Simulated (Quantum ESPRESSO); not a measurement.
Worked example: self-consistent single point of CuAu₃ (P1, 4 atoms in the cell) in Quantum ESPRESSO.

Method of the run: PBEsol, GBRV 1.5 ultrasoft (PBESOL) pseudopotentials (plane waves; Quantum ESPRESSO 7.5).

The change in words: lattice scaled by 0.98. Reference geometry:
```
CELL_PARAMETERS angstrom
      4.01290     0.00000     0.00000
      0.00000     4.01290     0.00000
      0.00000     0.00000     4.01290
ATOMIC_POSITIONS crystal
  Cu 0.03001 0.00197 0.99895
  Au 0.47407 0.49798 0.98153
  Au 0.99489 0.51041 0.53102
  Au 0.50104 0.98964 0.48850
```

Reference input (self-consistent single point, DFT, PBEsol, plane waves, GBRV 1.5 ultrasoft (PBESOL) pseudopotentials): ecutwfc = 50 Ry; ecutrho = 400 Ry; occupations = smearing; smearing = gaussian; degauss = 0.0073499 Ry; potentials = {Cu: cu_pbesol_v1.2.uspp.F.UPF, Au: au_pbesol_v1.uspp.F.UPF}; K_POINTS = automatic 5 5 5 0 0 0; conv_thr = 1e-11 Ry; mixing_beta = 0.7. This run's input differs from it in these lines:

```diff
@@ -27,10 +27,10 @@
 CELL_PARAMETERS {angstrom}
-   4.0129000000     0.0000000000     0.0000000000
-   0.0000000000     4.0129000000     0.0000000000
-   0.0000000000     0.0000000000     4.0129000000
+   3.9326420000     0.0000000000     0.0000000000
+   0.0000000000     3.9326420000     0.0000000000
+   0.0000000000     0.0000000000     3.9326420000
 ATOMIC_POSITIONS {angstrom}
-Cu    0.1204110774    0.0078933743   -0.0042215708
-Au    1.9023995159    1.9983559807   -0.0741142501
-Au   -0.0205139448    2.0482443535    2.1309381838
-Au    2.0106033515   -0.0415937085    1.9602976371
+Cu    0.1180028559    0.0077355068   -0.0041371394
+Au    1.8643515256    1.9583888611   -0.0726319651
+Au   -0.0201036659    2.0072794664    2.0883194201
+Au    1.9703912845   -0.0407618343    1.9210916844
 K_POINTS {automatic}
```

Log, with long lists cut:

```
     Self-consistent Calculation

     iteration #  1     ecut=    50.00 Ry     beta= 0.70

---- Real-time Memory Report at c_bands before calling an iterative solver
           361 MiB given to the printing process from OS
           110 MiB allocation reported by mallinfo(arena+hblkhd)
------------------

     total energy              =    -746.20363460 Ry
     estimated scf accuracy    <       2.52206464 Ry

     iteration #  2     ecut=    50.00 Ry     beta= 0.70

---- Real-time Memory Report at c_bands before calling an iterative solver
           444 MiB given to the printing process from OS
   [... lines left out ...]

---- Real-time Memory Report at c_bands before calling an iterative solver
           449 MiB given to the printing process from OS
           141 MiB allocation reported by mallinfo(arena+hblkhd)
------------------

     total energy              =    -747.74027466 Ry
     estimated scf accuracy    <          3.7E-11 Ry

     iteration # 19     ecut=    50.00 Ry     beta= 0.70

---- Real-time Memory Report at c_bands before calling an iterative solver
           449 MiB given to the printing process from OS
           141 MiB allocation reported by mallinfo(arena+hblkhd)
------------------
     End of self-consistent calculation

     the Fermi energy is    16.3999 ev

!    total energy              =    -747.74027466 Ry
     estimated scf accuracy    <          8.4E-12 Ry
     smearing contrib. (-TS)   =      -0.00157909 Ry
     internal energy E=F+TS    =    -747.73869557 Ry

     convergence has been achieved in  19 iterations

     Forces acting on atoms (cartesian axes, Ry/au):

     atom    1 type  1   force =    -0.02820350    0.00326954    0.01078259
     atom    2 type  2   force =     0.04421979   -0.01020054    0.06175157
     atom    3 type  2   force =    -0.02617960   -0.02202914   -0.05975644
     atom    4 type  2   force =     0.01016332    0.02896014   -0.01277772

     Total force =     0.112436     Total SCF correction =     0.000004

          total   stress  (Ry/bohr**3)                   (kbar)     P=       85.60
   0.00068875  -0.00000235   0.00011732          101.32       -0.35       17.26
  -0.00000235   0.00052425  -0.00003884           -0.35       77.12       -5.71
   0.00011732  -0.00003884   0.00053261           17.26       -5.71       78.35

   JOB DONE.
```

The run converged in 19 iterations. Against the reference run the free energy rises by 18.9 meV/atom, the pressure goes from -2.07 to 8.56 GPa and the largest force goes from 1.444 to 1.970 eV/Å.

The starting cell comes from a database of computed structures (which also holds hypothetical and non-ambient phases and stackings), without a prior relaxation at this level. Its atoms were displaced at random from the sites of space group no. 221. For this run, on top of that: lattice scaled by 0.98. Spin polarisation is off. With a pressure of about 9 GPa the cell is away from its equilibrium volume at this level. Forces in this geometry exceed 1 eV/Å.

Cost on one core of a shared machine: roughly 6 min.
